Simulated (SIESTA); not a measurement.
Worked example: self-consistent single point of NaBeO₃ (P1, 5 atoms in the cell) in SIESTA.

Method: LDA PW92, numerical atomic orbitals DZP, PseudoDojo LDA standard norm-conserving potentials (rewritten from UPF to PSML) (SIESTA).

The change in words: atoms moved at random. Reference geometry:
```yaml
crystal:
  lattice:
    - [3.50610, 0.00000, 0.00000]
    - [0.00000, 3.50610, 0.00000]
    - [0.00000, 0.00000, 3.50610]
  atoms:
    - { symbol: Na, position: [0.00000, 0.00000, 0.00000] }
    - { symbol: Be, position: [0.50000, 0.50000, 0.50000] }
    - { symbol: O, position: [0.50000, 0.50000, 0.00000] }
    - { symbol: O, position: [0.00000, 0.50000, 0.50000] }
    - { symbol: O, position: [0.50000, 0.00000, 0.50000] }
```

Reference input (self-consistent single point, DFT, LDA PW92, numerical atomic orbitals DZP, PseudoDojo LDA standard norm-conserving potentials (rewritten from UPF to PSML)): XC.functional = LDA; XC.authors = PW92; potentials = PseudoDojo LDA standard; PAO.BasisSize = DZP; PAO.EnergyShift = 0.005 Ry; MeshCutoff = 400 Ry; kgrid.MonkhorstPack = 6 6 6; OccupationFunction = FD; ElectronicTemperature = 50 meV; PAO.Polarization.NonPerturbative = true; MaxSCFIterations = 150; SCF.Mixer.Method = Broyden. This run's input differs from it in these lines:

```diff
@@ -19,7 +19,7 @@
 %block AtomicCoordinatesAndAtomicSpecies
-     0.000000000    0.000000000    0.000000000  1
-     0.500000000    0.500000000    0.500000000  2
-     0.500000000    0.500000000    0.000000000  3
-     0.000000000    0.500000000    0.500000000  3
-     0.500000000    0.000000000    0.500000000  3
+     0.011809000   -0.015587000   -0.004764000  1
+     0.512951000    0.490244000    0.524861000  2
+     0.502028000    0.508197000    0.000611000  3
+    -0.012978000    0.499593000    0.495440000  3
+     0.486190000    0.017554000    0.483852000  3
 %endblock AtomicCoordinatesAndAtomicSpecies
```

Log, with long lists cut:

```
        iscf     Eharris(eV)        E_KS(eV)     FreeEng(eV)     dDmax    Ef(eV) dHmax(eV)
   scf:    1    -2944.939680    -2961.044732    -2961.110164  1.090739-11.510577  6.263052
   scf:    2    -2961.398745    -2961.313096    -2961.376708  0.132141-11.188295  4.137991
   scf:    3    -2957.256079    -2960.280959    -2960.329593  0.293663-10.922750  5.139599
   scf:    4    -2961.606572    -2961.533429    -2961.591523  0.260099-10.683969  1.802789
   scf:    5    -2961.695762    -2961.649680    -2961.709310  0.052715-10.687906  0.484000
   [... 141 lines left out ...]
   scf:  147    -2961.666815    -2961.666815    -2961.726972  0.000064-10.715089  0.001083
   scf:  148    -2961.666815    -2961.666815    -2961.726972  0.000152-10.715089  0.002586
   scf:  149    -2961.666811    -2961.666814    -2961.726971  0.000279-10.715089  0.004090
   scf:  150    -2961.666814    -2961.666815    -2961.726971  0.000299-10.715089  0.003030
SCF_NOT_CONV: SCF did not converge in maximum number of steps (required).
SCF_NOT_CONV: SCF did not converge in maximum number of steps (required).
Geom step, scf iteration, dDmax, dHmax:    0   150      0.000299     0.000223
Geom step, scf iteration, dDmax, dHmax:    0   150      0.000299     0.000223

ABNORMAL_TERMINATION
ABNORMAL_TERMINATION
Stopping Program from Node:    0
Stopping Program from Node:    0
```

The run ended unconverged after 150 iterations. 

The starting cell comes from a database of computed structures (which also holds hypothetical and non-ambient phases and stackings), without a prior relaxation at this level. Its lattice was rescaled by a random factor within 2.5 % of one. For this run, on top of that: atoms moved at random. Values carry the incompleteness of an atom-centred basis.

Cost on one core of a shared machine: roughly 4 min.
